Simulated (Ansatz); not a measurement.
Abridged Ansatz (an electronic-structure program) output:

```
Pseudopotential: Zr, paw, valence charge 12
Crystal: 2 atoms, lattice volume = 44.948 Å³
Basis set: ecut = 420 eV, 881 PW (Γ), exchange–correlation on 48×48×72 points (8 copies of the dense FFT grid, shifted against one another)
Bands: 16, of which v1, the nominal top of the filled ones, is band 12 counted from 1 (11 counted from 0)
Symmetry: 24 space group operations
k-points: 165 of 2601
Functional: x = pbesol(κ = 0.804, μ = 0.12345679012345678), c = pbesol(β = 0.046)
SCF iter   1: F=—  HF=-8257.523319 eV  |F-HF|=—  |Δ(HF+E_count)|=         —  Δρ=3.02e-2  dr2=5.20e-1  ethr=3.10e-3  ⟨swp⟩=5.1  Hψ=11328  notcnv=0
SCF iter   2: F=—  HF=-8257.385333 eV  |F-HF|=—  |Δ(HF+E_count)|=   1.38e-1  Δρ=1.79e-2  dr2=1.77e-1  ethr=2.17e-3  ⟨swp⟩=2.0  Hψ=4509  notcnv=0
SCF 1 converged in 8 iterations: F = -8257.325353 eV  dr2 = 1.13e-11
SCF converged after 8 iterations
Free energy (F): -8257.325353 eV
Internal energy: -8257.308751 eV  (E = F + TS)
E sigma→0 (E₀):  -8257.317052 eV
Entropy (-TS):   -0.016602 eV (-8.301 meV/atom)
Fermi energy:    14.424085 eV
--- Forces (eV/Å), atoms counted from 1 ---
  atom   1  Zr    -0.00000000     0.00000000     0.00000000
  atom   2  Zr     0.00000000     0.00000000     0.00000000
--- Stress (GPa, compression-positive) ---
       -0.003605       0.000000       0.000000
       -0.000000      -0.003605       0.000000
        0.000000       0.000000      -0.001288
  P = ⅓ Tr σ = -0.0028 GPa (-0.028 kbar)
```

### Question
What was computed, and what are the main results?

### Answer
Zr, 2 atoms in the cell, with PBEsol in Ansatz (plane waves to 420 eV, PAW, scalar-relativistic without spin-orbit coupling), earlier PAW set. The last SCF converged to F = -8257.325353 eV, or -4128.6627 eV per atom, at a pressure of 0.00 GPa. The total energy compares only with runs of the same code, potentials and settings.

Stability against distortions was not tested. All final runs are without spin polarisation. The cell is Zr in the hcp (Mg type) structure (space group P6_3/mmc, No. 194).
